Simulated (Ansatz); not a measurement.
Reference: CsCl (Pm-3m), PBEsol, rigid bands (plane waves, PAW, scalar-relativistic; Ansatz, a quantum-chemistry and plane-wave program); axes and stresses refer to this cell.

```yaml
crystal:
  lattice:
    - [4.06865, 0.00000, 0.00000]
    - [0.00000, 4.06865, 0.00000]
    - [0.00000, 0.00000, 4.06865]
  atoms:
    - { symbol: Cs, position: [0.00000, 0.00000, 0.00000] }
    - { symbol: Cl, position: [0.50000, 0.50000, 0.50000] }
```

The electron conductivity mass is 0.57 mₑ. The Seebeck coefficient, p-type 1e19 cm⁻³ is 540 μV/K. The Seebeck coefficient, n-type 1e19 cm⁻³ is -321 μV/K.

Question: Change: functional r2SCAN on the same cell. What happens to electron conductivity mass, Seebeck coefficient, p-type 1e19 cm⁻³, Seebeck coefficient, n-type 1e19 cm⁻³?

Answer: electron conductivity mass grows to 0.61 mₑ; Seebeck coefficient, p-type 1e19 cm⁻³ moves little, to 542 μV/K; Seebeck coefficient, n-type 1e19 cm⁻³ shrinks in size to -303 μV/K.

Masses are for dilute carriers at 300 K, harmonic means over directions unless an axis is named. Seebeck coefficients are for the stated density at 300 K, with one relaxation time for all states and whether or not that doping can be reached. Spin-orbit coupling is left out unless a row names it.
